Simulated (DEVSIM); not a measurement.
Device: Schottky contact on n-type Si, at 300 K.

Layer 1 from the left is Si, thickness (μm) 0.640, Nd (cm⁻³) 2.5e16, τn (s) 4.6e-5, τp (s) 4.6e-5. Layer 2 from the left is Si, thickness (μm) 8.00, Nd (cm⁻³) 2e18, τn (s) 4.6e-5, τp (s) 4.6e-5.

Left contact: Schottky, work function 4.93 eV, emission velocity 7.2e6 cm/s. Right contact: ohmic. Voltage is applied to the left contact. Recombination: SRH at mid-gap, radiative. Mobility is μmin + (μ − μmin)/(1 + (N/Nref)^α).

The device is made up for the run: typed textbook-type constants, with dimensions and the other settings drawn at random. Values at 300 K.

Si: gap (eV) 1.124, affinity (eV) 4.05, permittivity 11.7, Nc (cm⁻³) 2.86e19, Nv (cm⁻³) 3.1e19, μn (cm²/Vs) 1417, μp (cm²/Vs) 470, μn,min 52, μp,min 45, Nref,n 9.7e16, Nref,p 2.2e17, αn 0.68, αp 0.72, B (cm³/s) 4.7e-15.

Model (solved in DEVSIM): 1D drift-diffusion, Boltzmann statistics, complete ionisation; no tunnelling, impact ionisation, image-force lowering or self-heating. Metal contacts follow the ideal Schottky-Mott rule: no Fermi-level pinning, no interface dipoles.

Dark forward current:

```tsv
|V| (V)	|J| (A/cm²)
0.05	2.915e-7
0.10	2.298e-6
0.15	1.611e-5
0.20	0.0001111
0.25	0.0007640
0.30	0.005244
0.35	0.03593
0.40	0.2454
0.45	1.667
0.50	11.14
0.55	69.90
0.60	346.0
0.65	1079
0.70	2240
```

### Question
Work out the local ideality factor n = ΔV / (kT/q · ln(J2/J1)) between the rows 0.15 and 0.20 V, 0.65 and 0.70 V.

### Answer
kT/q = 25.85 mV. From 0.15 to 0.20 V: ln(0.0001111/1.611e-5) = 1.931, n = 1.00, near the 1 of diffusion or emission over a barrier. From 0.65 to 0.70 V: ln(2240/1079) = 0.730, n = 2.65; the layers' resistance at their doping, Σ W/(qμN) = 2.8e-5 Ω cm², would take 32 mV of this step of 50 mV.

### Question
Estimate the current at 0.35 V for emission alone, J0 = q v N_band exp(−φB/kT), and read the barrier back from the simulated current.

### Answer
φB = 0.880 eV, N_band = 2.86e19 cm⁻³, J0 = 5.42e-8 A/cm²; J = J0 (exp(qV/kT) − 1) = 0.0411 A/cm². The simulation gives 0.0359 A/cm²; the estimate lies 14 % above. Read backwards, the simulated current gives an apparent barrier of 0.883 eV. The estimate leaves out transport through the depletion region and minority injection.
